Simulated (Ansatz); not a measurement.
## Variants of one calculation on Hf3TaFe8 (P3m1, 12 atoms in the cell)

```xyz
12
Lattice="4.9435 0.0000 0.0000 -2.4718 4.2812 0.0000 0.0000 0.0000 8.0626" Properties=species:S:1:pos:R:3 pbc="T T T"
Hf     0.0000     0.0000     3.5566
Hf     0.0000     0.0000     0.4955
Hf     0.0000     2.8541     7.5423
Ta     0.0000     2.8541     4.5179
Fe     2.4718     1.4271     4.0348
Fe     2.4718     1.4271     0.0015
Fe     2.4718     2.8653     6.0310
Fe     1.2262     0.7079     6.0310
Fe     3.7173     0.7079     6.0310
Fe     0.0000     4.2699     2.0342
Fe    -1.2261     2.1463     2.0342
Fe     1.2261     2.1463     2.0342
```
Moments meant for the start (each program seeds them in its own way; μB, in the order of the atoms Hf Hf Hf Ta Fe Fe Fe Fe Fe Fe Fe Fe): 1.0 1.0 1.0 1.0 4.0 4.0 4.0 4.0 4.0 4.0 4.0 4.0.

Base run A: Ansatz (a first-principles code) with PBEsol, default PAW files made with PBE, self-consistent single point.

Its settings: basis.ecutwfc = 420 eV; kpoints.mp_grid.grid = 5 5 3; hamiltonian.xc = pbesol; hamiltonian.pseudopotentials = {kind: paw} (the program's default PAW files); magnetization.spin_polarized = true; scf.occupations.method = cold; scf.occupations.width = 0.2 eV.

The starting cell comes from a database of computed structures (which also holds hypothetical and non-ambient phases and stackings), without a prior relaxation at this level. The magnetic order is the one reached from the typed start; others were not searched systematically. The program warned that a starting moment was not kept. In the base run, with a pressure of about -11 GPa the cell is away from its equilibrium volume at this level. Ansatz's pressure includes its estimate of the finite-basis (Pulay) stress.

ΔF is the free energy per atom less that of run A. 

Run A gave: pressure (GPa) -11.13; largest force (eV/Å) 0.112; size of the net moment (μB/atom) 1.03; k-points 12.

Runs:
- B: scf.convergence.dr2_threshold: default (1e-07 eV) → 0.001 eV
- C: kpoints.mp_grid.grid: 5 5 3 → 7 7 4
- D: scf.occupations.method: cold → fermi_dirac; scf.occupations.width: 0.2 eV → 0.3 eV
- E: crystal.symmetry.detect: default → false
- F: scf.mixing.preconditioner: default (the program chose Kerker) → kerker; scf.mixing.q_tf: default → 1.5
- G: scf.lower_state_search: default → standard
- H: scf.mixing.algorithm: default (the program chose MSR1) → anderson; scf.mixing.beta: default → 0.2

What does run D change against A?

The free energy goes down by 164 meV/atom, the pressure goes from -11.13 to -13.07 GPa, the largest force goes from 0.112 to 0.212 eV/Å and the size of the net moment goes from 1.03 to 0.74 μB/atom.

What does run C change against A?

The free energy goes up by 1.4 meV/atom, the pressure hardly changes (-11.13 to -11.19 GPa), the largest force goes from 0.112 to 0.127 eV/Å and the size of the net moment stays at 1.03 μB/atom.

| run | ΔF (meV/atom) | pressure (GPa) | largest force (eV/Å) | size of the net moment (μB/atom) | k-points |
|---|---|---|---|---|---|
| A | 0.00 | -11.13 | 0.112 | 1.03 | 12 |
| B | 0.01 | -11.19 | 0.113 | 1.03 | 12 |
| C | 1.37 | -11.19 | 0.127 | 1.03 | 28 |
| D | -164.3 | -13.07 | 0.212 | 0.74 | 12 |
| E | 0.00 | -11.13 | 0.112 | 1.03 | 38 |
| F | 0.00 | -11.13 | 0.112 | 1.03 | 12 |
| G | 0.00 | -11.13 | 0.112 | 1.03 | 24 |
| H | 0.00 | -11.13 | 0.112 | 1.03 | 12 |

Keys are those of Ansatz 0.2.
